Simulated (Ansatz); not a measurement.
Take GaAs in the zinc blende structure (space group F-43m, No. 216; a = 5.666 Å) as the base. Axes: x, y, z lie along the cube axes.

Computed with r2SCAN, PAW, 500 eV (Ansatz, an electronic-structure program; spin-orbit coupling left out), earlier PAW set.

A first run, uniaxial strain ε_xx = −1.08 %, gives secant values C11 ≈ 120 GPa and C12 ≈ 52 GPa from its stress. A second run applies biaxial strain −2.23 %, plane normal [001], relaxed out of plane.

Q: What does linear elasticity predict for −ε⊥/ε∥ in the second run, and what does the run give?

A: Linear elasticity: 2 C12/C11 = 0.87. The run gives 0.84; any difference comes from nonlinear terms at these strains and numerical noise.

Whether these cells are dynamically stable was not tested.
